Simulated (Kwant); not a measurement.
System: stadium cavity between two wires in a ZnO two-dimensional gas. Effective mass 0.3 mₑ, grid spacing 3.3 nm, hard walls, nominal width 40 nm (13 grid rows, so walls 46.2 nm apart), one parabolic valley, scattering region 280 nm long along x; energies count from the band bottom; Fermi energy swept from 0.00062672 to 0.0094008 eV. Cavity of radius 60 nm, straight part 60 nm, centre moved sideways by 24 nm.

The device is made up for the run: typed textbook-type constants, with dimensions and the other settings drawn at random.

Computed with Kwant: effective-mass tight-binding model on a square grid, one spin, coherent transport at 0 K. Conductance is in e²/h.

Question: How many channels do the leads carry at E = 3.50, 5.79, 7.70 meV?

Answer: The hard-wall thresholds are n² ħ²π²/(2mW²) = n² × 0.587 meV with W = 46.2 nm. √(3.50/0.587) = 2.44, so 2. √(5.79/0.587) = 3.14, so 3. √(7.70/0.587) = 3.62, so 3.
